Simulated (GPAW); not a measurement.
Checking a run of GPAW on a (001) slab of MgH2 (cut from a parent of space group no. 225; 12 atoms in the cell). The aim is a self-consistent single point with DFT PBEsol, plane waves, GPAW PAW datasets PBEsol (made by gpaw-setup).

Cell that was meant: a = 3.4089 Å, b = 4.8209 Å, c = 18.4367 Å, α = 90.00°, β = 90.00°, γ = 135.00°.

Part of the input:

```python

calc = GPAW(mode=PW(500),
            xc='PBEsol',
            occupations=FermiDirac(0.136),
            nbands=-16,
            convergence={'forces': 0.001},
            symmetry={'symmorphic': False, 'tolerance': 0.0005},
```

The program printed (abridged):

```
Input parameters:
  convergence: {forces: 0.001}
  maxiter: 100
  mode: {ecut: 500.0,
         name: pw}
  nbands: -16
   [... lines left out ...]
  11 Mg     1.704462    1.704462   11.026197    ( 0.0000,  0.0000,  0.0000)

Unit cell:
           periodic     x           y           z      points  spacing
  1. axis:    yes    3.408925    0.000000    0.000000    25     0.0964
  2. axis:    yes   -3.408925    3.408925    0.000000    25     0.1364
  3. axis:    yes    0.000000    0.000000   18.436700    96     0.1920

  Lengths:   3.408925   4.820948  18.436700
  Angles:   90.000000  90.000000 135.000000

Effective grid spacing dv^(1/3) = 0.1528
     iter     time        total  log10-change:
                         energy   eigst   dens  force
iter:   1 --:--:--   -34.310194
iter:   2 --:--:--   -33.292618   -0.74  -0.94
iter:   3 --:--:--   -33.179965   -1.53  -0.96
iter:   4 --:--:--   -37.178318   -1.32  -1.03
iter:   5 --:--:--   -35.198077   -2.29  -0.92
iter:   6 --:--:--   -32.988609   -2.87  -0.98
iter:   7 --:--:--   -31.642281   -3.01  -1.14
iter:   8 --:--:--   -31.747937   -2.50  -1.39
iter:   9 --:--:--   -31.505883   -3.28  -1.49
iter:  10 --:--:--   -31.508997   -3.55  -1.72
   [... lines left out ...]
iter:  16 --:--:--   -31.409075c  -5.03  -2.34
iter:  17 --:--:--   -31.410783c  -5.17  -2.39
iter:  18 --:--:--   -31.409494c  -3.97  -2.42
iter:  19 --:--:--   -31.409699c  -5.07  -3.11
iter:  20 --:--:--   -31.409458c  -5.93  -3.18
iter:  21 --:--:--   -31.410451c  -6.02  -3.12
iter:  22 --:--:--   -31.409931c  -6.43  -3.28
iter:  23 --:--:--   -31.410073c  -6.43  -3.36
iter:  24 --:--:--   -31.409890c  -7.31  -3.66
iter:  25 --:--:--   -31.409884c  -7.09  -3.75
iter:  26 --:--:--   -31.409923c  -7.99c -4.27c
iter:  27 --:--:--   -31.409918c  -8.68c -4.39c -3.42c
Converged after 27 iterations.

Dipole moment: (0.000019, -0.000005, -0.271241) |e|*Ang

Energy contributions relative to reference atoms: (reference = -21848.696628)

Kinetic:         +8.525817
Potential:       -6.514433
External:        +0.000000
XC:             -33.162624
Entropy (-ST):   -0.178810
Local:           -0.169272
SIC:             +0.000000
--------------------------
Free energy:    -31.499323
Extrapolated:   -31.409918

 Band  Eigenvalues  Occupancy
   [... 37 lines left out ...]

Fermi level: -0.24741

Gap: 0.611 eV
Transition (v -> c):
  (s=0, k=0, n=23, [0.00, 0.00, 0.00]) -> (s=0, k=0, n=24, [0.00, 0.00, 0.00])
No difference between direct/indirect transitions
Energy (eV): -31.409918

Forces in eV/Ang:
  0 H     0.00000   -0.00000   -0.39949
   [... lines left out ...]
  8 Mg   -0.00000   -0.00000    0.49999
  9 Mg   -0.00000   -0.00000   -0.77432
 10 Mg    0.00000    0.00000    1.24812
 11 Mg    0.00000    0.00000    0.74309

Stress tensor:
     0.018347     0.000001     0.000000
     0.000001     0.018347     0.000000
     0.000000     0.000000    -0.007742
Stress (GPa, Voigt): [ 2.9395e+00  2.9395e+00 -1.2404e+00  0.0000e+00  0.0000e+00  1.0000e-04]
```

### Question
Is anything amiss in this input, and did it matter?

### Answer
The run is not sound. The fault is a single k-point for a small metallic cell. One k-point cannot sample the Fermi surface of a small cell. To fix it, use a converged k-point mesh. The run converged in 27 iterations without an error; against the sound input the free energy rises by 126 meV/atom and the largest force goes from 0.991 to 1.248 eV/Å.

An input that runs soundly differs in these lines (not the only fix; some lines may just follow from the change or write a value another way):
```diff
+            kpts=(9, 9, 1),
```

With that input, the run converged in 24 iterations: free energy E − TS (from the program's reference atoms) -33.0061 eV; Fermi level (on the code's own zero) -0.73 eV; pressure averaged over the cell with its vacuum -3.01 GPa; largest force (vector length) 0.991 eV/Å (DFT PBEsol, plane waves, GPAW PAW datasets PBEsol (made by gpaw-setup)).

On the sound input: the starting cell was generated: these elements placed on a structure prototype, without a prior relaxation; it need not be a known phase or ordering of this composition. The slab is cut from that crystal, and its faces are unrelaxed. The two faces of this cut differ, and no dipole correction was used. The log's line on a gap gives a spacing of levels on this mesh, which the program prints for metals too.
